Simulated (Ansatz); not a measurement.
# Sc, pressure series

Take Sc in the fcc (Cu type) structure (space group Fm-3m, No. 225; a = 4.553 Å) as the base.

Cell and atoms are relaxed at each pressure.

Level of theory: Ansatz (a first-principles code) PBEsol, spin-orbit coupling left out.

```tsv
pressure (GPa)	volume per atom (Å³/atom)
-2	24.551
-1	24.054
0	23.592
0.3	23.465
0.7	?
1.5	22.972
3	22.413
5	21.738
7.5	21.002
```

Problem. Fit the third-order Birch–Murnaghan form P(V) = (3B₀/2)[(V₀/V)^(7/3) − (V₀/V)^(5/3)]·[1 + (3/4)(B₀′ − 4)((V₀/V)^(2/3) − 1)] (squares taken in P) to the rows shown and predict the withheld row.

Solution. Least squares on the printed values gives V₀ = 23.595 Å³/atom, B₀ = 53.7 GPa, B₀′ = 3.2; this predicts 23.296 Å³/atom, and the run gives 23.296 Å³/atom, in agreement.

Load acts through the strain it causes; cell and atoms are relaxed under it. Whether these cells are dynamically stable was not tested. Competing high-pressure phases were not computed. The final runs are not spin-polarised. This is not the structure that Sc has at room temperature and ambient pressure.
